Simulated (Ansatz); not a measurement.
Base system: CdTe in the zinc blende structure (space group F-43m, No. 216; a = 6.4892 Å).

The change: Be takes the place of Cd on all its sites; the structure is relaxed again.

Levels (all Ansatz, a first-principles code, PAW): PBEsol (420 eV, no spin-orbit coupling); r2SCAN (500 eV, scalar-relativistic without spin-orbit coupling); HSE06 (420 eV, no SOC).

One geometry, relaxed with PBEsol, under each level:

Notes on the quantities. hole mass: degenerate bands, along [100].

| level | band gap | lowest conduction level above the VBM at special points | electron mass | hole mass | pressure |
|---|---|---|---|---|---|
| PBEsol | 1.84 eV | X 1.84 eV; K 2.61 eV; U 2.61 eV; L 3.08 eV | 1.4 mₑ along k, 0.25 mₑ across (at X) | 0.20, 0.33, 0.33 mₑ (at Γ) | 0.01 GPa |
| r2SCAN | 2.31 eV | X 2.31 eV; K 3.06 eV; U 3.06 eV; L 3.59 eV | 1.9 mₑ along k, 0.25 mₑ across (at X) | 0.21, 0.33, 0.33 mₑ (at Γ) | 1.76 GPa |
| HSE06 | … | … | – | – | – |

Task: Give the withheld HSE06 results.

Result: 
- HSE06, band gap: 2.62 eV
- HSE06, lowest conduction level above the VBM at special points: X 2.62 eV; K 3.41 eV; U 3.41 eV; Γ 4.46 eV

Single points use the geometry relaxed with PBEsol. Their cutoffs differ, which shifts pressures a little. The hybrid gap comes from the SCF mesh plus the semilocal run's edge points and a few special points and is an upper bound. Spin-orbit coupling, missing from the scalar runs, can matter with Te. Masses are band curvatures over ±0.01 Å⁻¹ around the edge. Along k means along the line from Γ to the band edge. Whether these cells are dynamically stable was not tested.
